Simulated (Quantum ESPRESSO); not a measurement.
The steps of a band-structure calculation for Mg₆CuW (Amm2, 8 atoms in the cell) with Quantum ESPRESSO.

Method: PBEsol, SSSP 1.1.2 efficiency (PBE) pseudopotentials (plane waves; Quantum ESPRESSO).

Step 1 (scf):

```fortran
&CONTROL
 calculation = 'scf'
 prefix = 'run'
 outdir = './tmp'
 pseudo_dir = './'
 tprnfor = .true.
 tstress = .true.
/
&SYSTEM
 ibrav = 0
 nat = 8
 ntyp = 3
 ecutwfc = 50
 ecutrho = 400
 occupations = 'smearing'
 smearing = 'marzari-vanderbilt'
 degauss = 0.0073499
 nbnd = 35
 input_dft = 'pbesol'
/
&ELECTRONS
 conv_thr = 1e-10
 mixing_beta = 0.4
/
ATOMIC_SPECIES
Mg    24.3050  Mg.pbe-n-kjpaw_psl.0.3.0.UPF
Cu    63.5460  Cu_pbe_v1.2.uspp.F.UPF
W    183.8400  W_pbe_v1.2.uspp.F.UPF
ATOMIC_POSITIONS {angstrom}
Mg    0.0000000000   -1.4157089632    6.1962801558
Mg    0.0000000000    1.4157089632    6.1962801558
Mg    0.0000000000    0.0000000000    3.4964408874
Mg    2.3965800000   -1.5538078976    4.3669301928
Mg    2.3965800000    1.5538078976    4.3669301928
Mg    2.3965800000    0.0000000000    1.7466461322
Cu    0.0000000000    0.0000000000    8.5518699762
W     2.3965800000    0.0000000000    7.0602623070
K_POINTS {automatic}
4 4 4  1 1 1
CELL_PARAMETERS {angstrom}
   4.7931600000     0.0000000000     0.0000000000
   0.0000000000     2.9982400000     5.2477050000
   0.0000000000    -2.9982400000     5.2477050000
```

Step 2 (bands):

```fortran
&CONTROL
 calculation = 'bands'
 prefix = 'run'
 outdir = './tmp'
 pseudo_dir = './'
 verbosity = 'high'
/
&SYSTEM
 ibrav = 0
 nat = 8
 ntyp = 3
 ecutwfc = 50
 ecutrho = 400
 occupations = 'smearing'
 smearing = 'marzari-vanderbilt'
 degauss = 0.0073499
 nbnd = 35
 input_dft = 'pbesol'
/
&ELECTRONS
 conv_thr = 1e-10
 startingwfc = 'random'
 diago_thr_init = 1.0d-6
 diagonalization = 'cg'
/
ATOMIC_SPECIES
Mg    24.3050  Mg.pbe-n-kjpaw_psl.0.3.0.UPF
Cu    63.5460  Cu_pbe_v1.2.uspp.F.UPF
W    183.8400  W_pbe_v1.2.uspp.F.UPF
ATOMIC_POSITIONS {angstrom}
Mg    0.0000000000   -1.4157089632    6.1962801558
Mg    0.0000000000    1.4157089632    6.1962801558
Mg    0.0000000000    0.0000000000    3.4964408874
Mg    2.3965800000   -1.5538078976    4.3669301928
Mg    2.3965800000    1.5538078976    4.3669301928
Mg    2.3965800000    0.0000000000    1.7466461322
Cu    0.0000000000    0.0000000000    8.5518699762
W     2.3965800000    0.0000000000    7.0602623070
K_POINTS {crystal_b}
14
  0.00000000   0.00000000   0.00000000   7  ! G
  0.00000000   0.33160823  -0.33160823   3  ! X
  0.00000000   0.00000000  -0.50000000   7  ! S
 -0.50000000   0.00000000  -0.50000000   3  ! R
 -0.50000000   0.33160823  -0.33160823   7  ! A
 -0.50000000   0.00000000   0.00000000   7  ! Z
  0.00000000   0.00000000   0.00000000   6  ! G
  0.00000000  -0.50000000  -0.50000000   4  ! Y
  0.00000000  -0.33160823  -0.66839177   7  ! X1
 -0.50000000  -0.33160823  -0.66839177   4  ! A1
 -0.50000000  -0.50000000  -0.50000000   7  ! T
  0.00000000  -0.50000000  -0.50000000   1  ! Y
 -0.50000000   0.00000000   0.00000000   6  ! Z
 -0.50000000  -0.50000000  -0.50000000   1  ! T
CELL_PARAMETERS {angstrom}
   4.7931600000     0.0000000000     0.0000000000
   0.0000000000     2.9982400000     5.2477050000
   0.0000000000    -2.9982400000     5.2477050000
```

Step 3 (bands.x):

```fortran
&BANDS
 prefix = 'run'
 outdir = './tmp'
 filband = 'bands.dat'
 lsym = .false.
/
```

Output of bands (abridged):

```
     file Mg.pbe-n-kjpaw_psl.0.3.0.UPF: wavefunction(s)  3S renormalized

     Atomic positions and unit cell read from directory:
     ./tmp/run.save/

     Message from routine setup:
     using ibrav=0 with symmetry is DISCOURAGED, use correct ibrav instead
     G-vector sticks info
     --------------------
     sticks:   dense  smooth     PW     G-vecs:    dense   smooth      PW
   [... lines left out ...]
     unit-cell volume          =    1017.8513 (a.u.)^3
   [... lines left out ...]
   [... 67 lines left out ...]

     Dense  grid:   137483 G-vectors     FFT dimensions: (  60,  75,  75)

     Smooth grid:    48653 G-vectors     FFT dimensions: (  45,  54,  54)

     The potential is recalculated from file :
     ./tmp/run.save/charge-density

     negative rho (up, down):  6.731E-02 0.000E+00

     Band Structure Calculation
     CG style diagonalization

     ethr =  1.00E-06,  avg # of iterations = 46.7

     End of band structure calculation

          k = 0.0000 0.0000 0.0000 (  6099 PWs)   bands (ev):

  -105.7414 -66.8063 -63.1755 -63.1413 -63.0872 -31.0841 -31.0210 -30.9740
    -0.7906   3.3012   3.4793   3.7239   3.9090   3.9536   4.0635   4.2431
     4.3424   4.9523   5.2398   5.3667   5.5800   6.0283   6.1697   6.3261
     7.6754   7.9535   8.8140  10.2343  10.3683  10.9224  11.3735  11.6430
    11.7561  11.8433  13.4149

          k = 0.0000 0.0757 0.0000 (  6077 PWs)   bands (ev):

  -105.7411 -66.8063 -63.1753 -63.1413 -63.0870 -31.0843 -31.0216 -30.9740
    -0.7511   3.2361   3.4403   3.5860   3.9086   3.9464   4.0529   4.1211
     4.3022   5.0421   5.3658   5.4005   5.5898   6.1585   6.2903   6.3594
     7.7001   7.9818   8.8061  10.0417  10.2866  11.2017  11.2201  11.6700
    11.6844  11.7580  13.4657

   [... 68 blocks of this kind left out ...]
```

Output of bands.x (abridged):

```
     Reading xml data from directory:

     ./tmp/run.save/
     file Mg.pbe-n-kjpaw_psl.0.3.0.UPF: wavefunction(s)  3S renormalized

     G-vector sticks info
     --------------------
     sticks:   dense  smooth     PW     G-vecs:    dense   smooth      PW
     Sum        3297    1647    467               137483    48653    7503

     negative rho (up, down):  6.731E-02 0.000E+00
     Reading collected, re-writing distributed wavefunctions
     high-symmetry point:  0.0000 0.0000 0.0000   x coordinate   0.0000
     high-symmetry point:  0.0000 0.5301 0.0000   x coordinate   0.5301
     high-symmetry point:  0.0000 0.3997-0.2283   x coordinate   0.7931
     high-symmetry point: -0.5000 0.3997-0.2283   x coordinate   1.2931
     high-symmetry point: -0.5000 0.5301 0.0000   x coordinate   1.5561
     high-symmetry point: -0.5000 0.0000 0.0000   x coordinate   2.0862
   [... 3 lines left out ...]
     high-symmetry point: -0.5000 0.2692-0.4567   x coordinate   3.8121
     high-symmetry point: -0.5000 0.0000-0.4567   x coordinate   4.0813
     high-symmetry point:  0.0000 0.0000-0.4567   x coordinate   4.5813
     high-symmetry point: -0.5000 0.0000 0.0000   x coordinate   4.5813
     high-symmetry point: -0.5000 0.0000-0.4567   x coordinate   5.0380

     Plottable bands (eV) written to file bands.dat.gnu
     Bands written to file bands.dat

   JOB DONE.
```

The starting cell comes from a database of computed structures (which also holds hypothetical and non-ambient phases and stackings), without a prior relaxation at this level. Spin-orbit coupling is off. Spin polarisation is off.
